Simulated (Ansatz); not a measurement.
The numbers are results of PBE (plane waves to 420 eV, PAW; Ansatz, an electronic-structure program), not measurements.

Planar average of the electrostatic potential across the slab, in eV from the Fermi level, for the (111) surface of fcc Pd, one row in 4 of the top plane missing (bottom of the slab: a bare face, its two planes held):

```csv
z (Å),V (eV)
3.72,5.22
4.01,5.22
4.30,5.21
4.58,5.21
4.87,5.21
5.16,5.20
5.44,5.17
5.73,5.12
6.02,5.01
6.30,4.77
6.59,4.24
6.88,3.07
7.16,0.14
7.45,-6.48
7.73,-13.70
8.02,-17.83
8.31,-15.22
8.59,-8.40
8.88,-1.50
9.17,1.21
9.45,-0.65
9.74,-7.13
10.03,-14.20
10.31,-17.96
10.60,-15.11
10.89,-8.28
11.17,-1.50
11.46,0.99
11.74,-1.11
12.03,-7.71
12.32,-14.66
12.60,-17.98
12.89,-14.71
13.18,-7.77
13.46,-1.14
13.75,1.03
14.04,-1.33
14.32,-8.04
14.61,-14.90
14.90,-17.94
15.18,-14.42
15.47,-7.43
15.76,-0.95
16.04,1.00
16.33,-1.63
16.61,-8.31
16.90,-15.03
17.19,-17.75
17.47,-14.05
17.76,-7.04
18.05,-0.72
18.33,1.22
18.62,-1.32
18.91,-6.54
19.19,-11.12
19.48,-11.76
19.77,-7.82
20.05,-2.34
20.34,1.96
20.62,3.63
20.91,4.34
21.20,4.66
21.48,4.81
21.77,4.88
22.06,4.91
22.34,4.93
22.63,4.93
22.92,4.94
23.20,4.94
23.49,4.94
23.78,4.94
```

Set-up: 23 atoms, 11.4 Å thick at the start; mesh 15x4x1; 0.1 eV smearing; dipole correction on; 8 atoms held, the rest relaxed; no symmetry held; no spin, no spin-orbit, no U. It is one candidate, not shown to be the stable structure of the face.

The vacuum level lies 4.94 eV above the Fermi level over the top face and 5.22 eV above it under the bottom face.
